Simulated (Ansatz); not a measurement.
Base system: Zr in the hcp (Mg type) structure (space group P6_3/mmc, No. 194; a = 3.1847 Å, c = 5.1172 Å).

It is then changed as follows: full substitution Zr → Ti; the structure is relaxed again.

Levels (all Ansatz, a first-principles code, PAW, earlier PAW set): PBEsol (420 eV, no SOC); r2SCAN (500 eV, no spin-orbit coupling).

The geometry is relaxed with PBEsol.

| Item | Result |
|---|---|
| PBEsol pressure | 0.0 GPa |

With r2SCAN at the same geometry, the pressure goes from zero to 4.3 GPa.

Single points use the geometry relaxed with PBEsol. Their cutoffs differ, which shifts pressures a little. No phonon test of stability was made. All final runs are without spin polarisation.
